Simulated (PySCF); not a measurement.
PySCF 2.14.0, B3LYP/def2-svpd, df: Ta(S)(NH2)3 ([NH2][Ta]([NH2])([NH2])=[S]), 11 atoms. The geometry is a generated start, not checked to be a minimum at this level.

task: energy
method: b3lyp
basis: def2-svpd
two-electron scheme: density fitting
mol.max_memory: 3000 MB
mf.max_cycle: 100
mf.conv_tol: 1e-09 (default)
mf.grids.level: 3 (default)
effective core potentials: those of the basis set, past Kr
basis functions: 170
grid points: 143448

```xyz
11

Ta     0.1640     0.1650    -0.1637
S      1.4649     1.3857    -1.5220
N      1.4306    -0.6532     1.1370
H      1.1703    -1.1994     1.9564
H      2.4451    -0.6276     1.1047
N     -0.6957    -1.1558    -1.3839
H     -0.5719    -1.2218    -2.3904
H     -1.3128    -1.9138    -1.1064
N     -1.1043     1.4774     0.6317
H     -1.1326     2.4770     0.4570
H     -1.8577     1.2665     1.2796
```

Charge 0 and multiplicity 1 are set for this test and not shown to be the ground state.

With the defaults (mf.DIIS = CDIIS, mf.diis = true, mf.init_guess = minao, mf.diis_space = 8, mf.level_shift = 0, mf.damp = 0, mf.diis_start_cycle = 1) it converges in 15 Fock builds. One run each on 2 threads, 1 BLAS thread, with these changes:
- mf.init_guess = atom
- mf.level_shift = 1 Hartree
- mf.diis_space = 20
- mf.diis_space = 5
- mf.diis = false
- mf.diis_space = 12
- mf.damp = 0.3, mf.diis_start_cycle = 4
- mf.init_guess = 1e
- mf.DIIS = EDIIS

### Question
Which runs fail or end elsewhere than the default run?

### Answer
No convergence: mf.DIIS = EDIIS; mf.diis = false (the run ends without SCF convergence in 100 cycles). The rest reach the solution of the defaults.

| setting | Fock builds | end |
|---|---|---|
| the defaults | 15 | same solution |
| mf.init_guess = atom | 15 | same solution |
| mf.diis_space = 20 | 15 | same solution |
| mf.diis_space = 12 | 15 | same solution |
| mf.diis_space = 5 | 15 | same solution |
| mf.init_guess = 1e | 19 | same solution |
| mf.damp = 0.3, mf.diis_start_cycle = 4 | 21 | same solution |
| mf.level_shift = 1 Hartree | 46 | same solution |
| mf.DIIS = EDIIS | 101 | no convergence |
| mf.diis = false | 101 | no convergence |
